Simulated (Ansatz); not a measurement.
Take SiGe in the wurtzite structure (space group P6_3mc, No. 186; a model cell, its experimental status unchecked) as the base.

```xyz
4
Lattice="3.9041 0.0000 0.0000 -1.9520 3.3810 0.0000 0.0000 0.0000 6.4549" Properties=species:S:1:pos:R:3 pbc="T T T"
Ge     1.9520     1.1270     6.4520
Ge     0.0000     2.2540     3.2246
Si     1.9520     1.1270     4.0384
Si     0.0000     2.2540     0.8110
```

Calculations: plane-wave PAW DFT at the r2SCAN level (Ansatz, a first-principles code, 500 eV), no spin-orbit coupling.

Base values:

The valence-band top at Γ comes out as 0.00, 0.00, -0.34 eV. The band gap comes out as 0.66 eV and the gap character comes out as indirect, Γ → M.

One thing is altered: the cell is scaled by 1.0392 in all directions; the atoms relax in the strained cell.

Question: How does this affect the energy relative to the base?

Answer: The energy grows by 68 meV/atom.

Question: What happens to the valence-band top at Γ?

Answer: The valence-band top at Γ (three highest levels, from the VBM) becomes 0.00, 0.00, -0.24 eV (base: 0.00, 0.00, -0.34 eV).

Question: Estimate the effect on the electron mass.

Answer: The electron mass comes out as 1.1 mₑ along c, 0.087 mₑ across (at Γ).

Question: Predict the new band gap.

Answer: The band gap shrinks by 0.21 eV, from 0.66 eV to 0.45 eV.

Question: Estimate the effect on the gap character.

Answer: The gap character goes from indirect, Γ → M to direct at Γ.

Effective masses come from finite differences of ±0.01 Å⁻¹. Stability against distortions was not tested.
